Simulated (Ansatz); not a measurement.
Start from HfN in the rock salt structure (space group Fm-3m, No. 225; a = 4.526 Å; relaxed with 0.1 eV smearing). Axes: x, y, z lie along the cube axes.

Method: Ansatz (a program for electronic structure), r2SCAN, PAW, cutoff 500 eV, spin-orbit coupling left out.

One thing is altered: the cell is scaled by 0.9900 in all directions, atoms relaxed at fixed cell.

### Question
Predict the stress tensor and what it implies for the stiffness.

### Answer
Stress of the strained cell less that of the base (GPa, compression positive):
```
    9.1     0.0     0.0
    0.0     9.1     0.0
    0.0     0.0     9.1
```

Then B = −ΔP/(ΔV/V₀) with ΔV/V₀ = -0.0297 gives secant stiffness values (nonlinear terms included at this strain): B ≈ 305 GPa.

As a check, the harmonic strain energy −½ V₀ Δσ:ε is 9.8 meV/atom; the computed energy rise is 9.5 meV/atom.

Stability against distortions was not tested. All final runs are without spin polarisation.
